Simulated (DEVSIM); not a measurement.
Device: abrupt Si n-p junction, at 300 K.

| layer (left to right) | material | thickness (μm) | Nd (cm⁻³) | Na (cm⁻³) | τn (s) | τp (s) |
|---|---|---|---|---|---|---|
| 1 | Si | 65.0 | 3.1e16 | - | 1.7e-5 | 1.7e-5 |
| 2 | Si | 160 | - | 1.1e15 | 1.7e-5 | 1.7e-5 |

Left contact: ohmic. Right contact: ohmic. Voltage is applied to the left contact. Recombination: SRH at mid-gap, Auger. Mobility is constant in doping.

This is a model device: material constants are rounded textbook-type values typed into the input, and sizes, dopings and lifetimes were drawn at random. Values at 300 K.

| parameter | Si |
|---|---|
| gap (eV) | 1.124 |
| affinity (eV) | 4.05 |
| permittivity | 11.7 |
| Nc (cm⁻³) | 2.86e19 |
| Nv (cm⁻³) | 3.1e19 |
| μn (cm²/Vs) | 1417 |
| μp (cm²/Vs) | 470 |
| Cn (cm⁶/s) | 2.8e-31 |
| Cp (cm⁶/s) | 9.9e-32 |

Simulated with DEVSIM: 1D drift-diffusion, Boltzmann statistics, complete ionisation; no tunnelling, impact ionisation, image-force lowering or self-heating.

The doping Na of layer 2 was swept, all else fixed.

```tsv
doping Na of layer 2 (cm^-3)	largest field in the device at zero bias (V/cm)	potential step across the device at zero bias (V)	dark forward voltage at 1 A/cm² (V)
3.3e13	9700	0.592	0.635
1.1e14	10000	0.623	0.631
3.3e14	11000	0.651	0.633
1.1e15	16000	0.683	0.642
3.3e15	25000	0.711	0.657
1.1e16	42000	0.742	0.678
3.3e16	60000	0.771	0.693
```

From the first row to the last the largest field in the device at zero bias goes from 9700 to 60000. From the first row to the last the potential step across the device at zero bias goes from 0.592 to 0.771.
